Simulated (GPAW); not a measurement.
# Equation of state of fluorite-structure HfO2 (space group 225): energy against volume (GPAW, PBEsol)

```yaml
crystal:
  lattice:
    - [0.00000, 2.46625, 2.46625]
    - [2.46625, 0.00000, 2.46625]
    - [2.46625, 2.46625, 0.00000]
  atoms:
    - { symbol: Hf, position: [0.00000, 0.00000, 0.00000] }
    - { symbol: O, position: [0.25000, 0.25000, 0.25000] }
    - { symbol: O, position: [0.75000, 0.75000, 0.75000] }
```

Method: PBEsol, GPAW PAW datasets PBEsol (made by gpaw-setup) (plane waves; GPAW 25.7.0). Settings: mode = pw; ecut = 1040 eV; xc = PBEsol; kpts = 11 11 11; mesh shift (steps) = 0 0 0; occupations.name = fermi-dirac; occupations.width = 0.01 eV; nbands = -4; convergence.density = 1e-05 e/electron; convergence.bands = -2; symmetry.symmorphic = false; symmetry.tolerance = 0.0005; maxiter = 120. The cell above is the first row's. The rows scale it uniformly. In all rows fractional positions and the k mesh are held. E is the free energy at the stated smearing, counted from the lowest row.

| V (Å^3/atom) | E (meV/atom) |
|---|---|
| 10.000 | ? |
| 10.218 | 19.94 |
| 10.435 | 5.70 |
| 10.653 | 0.00 |
| 10.870 | 1.95 |
| 11.087 | 10.78 |
| 11.305 | 25.81 |
| 11.522 | 46.35 |
| 11.740 | 71.87 |

Taking the third-order Birch-Murnaghan form, a cubic in V^(-2/3) for E over the 8 complete rows: With u = V^(-2/3) - 0.203, the rows have u = 0.009368, 0.006414, 0.003547, 0.000789, -0.001879, -0.004473, -0.006974, -0.009408. Least squares gives E = 3.862 - 2788.45·u + 476490·u² + 468276·u³. Residuals (row less fit): -0.001, -0.003, 0.013, -0.009, -0.001, -0.016, 0.025, -0.010; standard error 0.018 (degrees of freedom: 4). Its minimum lies at u = 0.002914, so V0 = (0.205914)^(-3/2) = 10.70. There d²E/du² = 961200 and d³E/du³ = 2810000, so B0 = (4/9) × 10.70^(-7/3) × 961200 × 0.160218 = 271 GPa (the last factor turns the table's units into GPa), and B0' = 4 + (2/3) × 0.205914 × (2810000)/961200 = 4.4. The program's pressures in the fitted runs (not shown) pass through zero at V = 10.70, 0.00 % from this V0.

Estimate the missing E (V = 10.000); what did the run itself give?

u = 0.012443, so E = 3.862 - 2788.45 × 0.012443 + 476490 × 0.012443² + 468276 × 0.012443³ = 43.842 meV/atom. The calculation gives 43.67 meV/atom, 0.172 meV/atom below the prediction (0.2 % of the range of E in the table). The row lies outside the fitted rows, so this is an extrapolation. From the scatter of the fitted rows alone, a prediction at this place has a standard error of 0.053 meV/atom, so the miss is 3.3 times that.

Carrying the step between the two nearest rows on in a straight line would have given 34.25, off by 9.42; series whose last step already gives the withheld value aren't shown. The scan was laid around a cell of about the measured size, scaled by a guess for this functional. This is a high-temperature phase, held here by symmetry. The runs keep the symmetry of the cell, so they don't test it for distortions. Spin-orbit coupling is off. Cutoffs and mesh are single choices, not tested for convergence of this quantity. Series with a scatter that would blur these digits, or in which a gap closes, are not shown. Nor are scans whose minimum lies at an end fitted in this form.

Terms beyond the fitted order, or numerical noise in single rows, can give a miss of this size; the table doesn't tell which.
